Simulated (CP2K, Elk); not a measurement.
An Elk input for a self-consistent single point of Al₂ZnTe₄ (I-4, 7 atoms in the cell) (DFT, PBEsol, all-electron FP-LAPW, Elk's shipped species files, APW+lo basis with extra local orbitals):

```
tasks
  0

xctype
  22

rgkmax
  7.5

gmaxvr
  16.0

nxlo
  2

lorbcnd
  .true.

rmtscf
  0.96

lmaxi
  3

stype
  0

swidth
  0.0001

avec
   -5.6675928937    5.6675928937   11.1848599638
    5.6675928937   -5.6675928937   11.1848599638
    5.6675928937    5.6675928937  -11.1848599638

atoms
  3   : nspecies
  'Al.in'   : spfname
  2   : natoms; atposl, bfcmt below
  0.2500000000  0.7500000000  0.5000000000    0.0 0.0 0.0
  0.5000000000  0.5000000000  0.0000000000    0.0 0.0 0.0
  'Zn.in'   : spfname
  1   : natoms; atposl, bfcmt below
  0.0000000000  0.0000000000  0.0000000000    0.0 0.0 0.0
  'Te.in'   : spfname
  4   : natoms; atposl, bfcmt below
  0.6273100000  0.1318800000  0.0229900000    0.0 0.0 0.0
  0.8681200000  0.8911100000  0.4954300000    0.0 0.0 0.0
  0.1088900000  0.6043200000  0.9770100000    0.0 0.0 0.0
  0.3956800000  0.3726900000  0.5045700000    0.0 0.0 0.0

ngridk
  3 3 3
```

Task: Write the same calculation as an input for CP2K.

Result: One input that does it (others would too):

```
&GLOBAL
  PROJECT scf
  RUN_TYPE ENERGY_FORCE
  PRINT_LEVEL MEDIUM
&END GLOBAL
&FORCE_EVAL
  METHOD Quickstep
  STRESS_TENSOR ANALYTICAL
  &DFT
    BASIS_SET_FILE_NAME BASIS_MOLOPT
    POTENTIAL_FILE_NAME GTH_POTENTIALS
    &QS
      METHOD GPW
      EPS_DEFAULT 1E-10
    &END QS
    &MGRID
      CUTOFF 600
      REL_CUTOFF 50
      NGRIDS 5
    &END MGRID
    &SCF
      SCF_GUESS ATOMIC
      EPS_SCF 1E-6
      MAX_SCF 100
      ADDED_MOS 8
      &DIAGONALIZATION
        ALGORITHM STANDARD
      &END DIAGONALIZATION
      &MIXING
        METHOD BROYDEN_MIXING
        ALPHA 0.2
        NBUFFER 12
        BETA 1
      &END MIXING
    &END SCF
    &KPOINTS
      SCHEME MONKHORST-PACK 3 3 3
    &END KPOINTS
    &XC
      &XC_FUNCTIONAL
        &PBE
          PARAMETRIZATION PBESOL
        &END PBE
      &END XC_FUNCTIONAL
    &END XC
    &PRINT
      &MO
        EIGENVALUES T
        OCCUPATION_NUMBERS T
        NDIGITS 8
        FILENAME mo
        &EACH
          QS_SCF 0
        &END EACH
        ADD_LAST NUMERIC
      &END MO
      &MULLIKEN ON
      &END MULLIKEN
    &END PRINT
  &END DFT
  &SUBSYS
    &CELL
      A 7.28160700 0.00000000 0.00000000
      B 2.34040900 6.89523700 0.00000000
      C -4.81100800 -3.44761800 4.24145400
      PERIODIC XYZ
    &END CELL
    &COORD
      Al       1.17020450     3.44761875     2.12072700
      Al       4.81100800     3.44761850     0.00000000
      Zn       0.00000000     0.00000000     0.00000000
      Te       4.76587295     0.83008312     0.09751103
      Te       6.02335284     4.43636126     2.10134356
      Te      -2.49315277     0.79857236     4.14394297
      Te       1.32594298     0.83022126     2.14011044
    &END COORD
    &KIND Al
      BASIS_SET DZVP-MOLOPT-SR-GTH
      POTENTIAL GTH-PBE-q3
    &END KIND
    &KIND Zn
      BASIS_SET DZVP-MOLOPT-SR-GTH
      POTENTIAL GTH-PBE-q12
    &END KIND
    &KIND Te
      BASIS_SET DZVP-MOLOPT-SR-GTH
      POTENTIAL GTH-PBE-q6
    &END KIND
  &END SUBSYS
  &PRINT
    &FORCES ON
    &END FORCES
    &STRESS_TENSOR ON
    &END STRESS_TENSOR
  &END PRINT
&END FORCE_EVAL
```

Basis, cutoffs, solver keys and any potentials are the target program's own. This input uses DFT PBEsol, GPW, DZVP-MOLOPT-SR-GTH basis, GTH-PBE potentials (GTH_POTENTIALS).

The starting cell comes from a database of computed structures (which also holds hypothetical and non-ambient phases and stackings), without a prior relaxation at this level. Its lattice was rescaled by a random factor within 2.5 % of one. For this run, on top of that: lattice scaled by 0.98.
